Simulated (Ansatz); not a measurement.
The parent structure is GaN (space group P-6m2, No. 187; a hypothetical phase, not in the database extracts checked; relaxed with 0.1 eV smearing).

```xyz
2
Lattice="2.9393 0.0000 0.0000 -1.4696 2.5455 0.0000 0.0000 0.0000 2.6575" Properties=species:S:1:pos:R:3 pbc="T T T"
Ga     0.0000     0.0000     0.0000
N      0.0000     1.6970     1.3288
```

Cartesian axes are those of the cell as printed.

All numbers come from DFT with PBEsol, PAW potentials and a 420 eV plane-wave cutoff in Ansatz (a first-principles code), spin-orbit coupling left out.

Now apply this change: the cell is stretched by 1.02 % along z with no lateral relaxation; the atoms relax in the strained cell.

Q: Predict the stress tensor and what it implies for the stiffness.

A: Stress of the strained cell less that of the base (GPa, compression positive):
```
   -0.4     0.0     0.0
    0.0    -0.4     0.0
    0.0     0.0    -5.9
```

Then −Δσ_ii/ε with ε = 0.0102 gives relaxed-ion elastic constants: C33 ≈ 583 GPa, C13 ≈ 39 GPa and C23 ≈ 39 GPa.

Stability against distortions was not tested. The final runs are not spin-polarised.
